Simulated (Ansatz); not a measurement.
## Predicting one run from its neighbours: the pressure against the volume, VBiO₄ (I4_1/a, 12 atoms in the cell)

```xyz
12
Lattice="-2.5452 2.5452 5.7601 2.5452 -2.5452 5.7601 2.5452 2.5452 -5.7601" Properties=species:S:1:pos:R:3 pbc="T T T"
V      0.0000     0.0000     5.7601
V      2.5452     0.0000     2.8801
Bi     0.0000     0.0000     0.0000
Bi     0.0000     2.5452     2.8801
O      3.2631     1.2725    -0.9116
O      3.8179     0.7179     1.9685
O     -0.7179     1.2727     4.8485
O      1.2725    -0.7179     1.9685
O      1.8273     1.2727     3.7917
O      1.2725     1.8273     0.9116
O      3.2631    -1.2727     3.7917
O      1.2727     0.7179     6.6717
```

Level of theory: revPBE, PAW files made with PBE (plane waves; Ansatz, a program for electronic structure).

Base settings: basis.ecutwfc = 420 eV; kpoints.mp_grid.grid = 5 5 5; hamiltonian.xc = revpbe; hamiltonian.pseudopotentials = {kind: paw} (the program's default PAW files); scf.occupations.method = fermi_dirac; scf.occupations.width = 0.02 eV.

The starting cell comes from a database of computed structures (which also holds hypothetical and non-ambient phases and stackings), without a prior relaxation at this level. Its lattice was rescaled by a random factor within 2.5 % of one. In the cell shown, with a pressure of about 11 GPa the cell is away from its equilibrium volume at this level. Ansatz's pressure includes its estimate of the finite-basis (Pulay) stress.

Murnaghan's equation with B′ set to 4 (a common value, assumed and not fitted) makes the pressure a straight line in x = (V₁/V)⁴, here with V₁ = 12.438 Å³/atom: P = a + b·x. The rows are the cell shown with its lattice scaled (for instance lattice scaled by 0.97, lattice scaled by 0.985, lattice scaled by 1.015, lattice scaled by 1.03); fractional positions and shape were held.

| volume (Å³/atom) | (V₁/V)⁴ | pressure (GPa) |
|---|---|---|
| 13.591 | 0.7014 | -4.58 |
| 13.006 | 0.8364 | ? |
| 12.438 | 1.0000 | 10.80 |
| 11.887 | 1.1987 | 21.13 |
| 11.352 | 1.4412 | 33.66 |

**Question.** Fit the line to the 4 rows given and predict the withheld one.

**Answer.** Means: x̄ = 1.0853, ȳ = 15.252. Σ(x − x̄)(y − ȳ) = 15.21 and Σ(x − x̄)² = 0.2942, so b = 51.71 and a = ȳ − b·x̄ = -40.869; P = 0 at x₀ = −a/b = 0.7904, so V₀ = V₁·x₀^(−1/4) = 13.19 Å³/atom and B₀ = 4·b·x₀ = 163 GPa (for B′ = 4 and held positions). The largest residual of the fitted rows is 0.041. At x = 0.8364 the line gives 2.38 GPa. The run gave 2.33 GPa, a miss of 0.05 GPa. The rows were chosen because the form fits them, the withheld one included, so this shows the method and is no test of the form.

Left out of this page: 5 runs of the series outside the window shown, repeating another row's setting, or not comparable.

Keys are those of Ansatz 0.2.
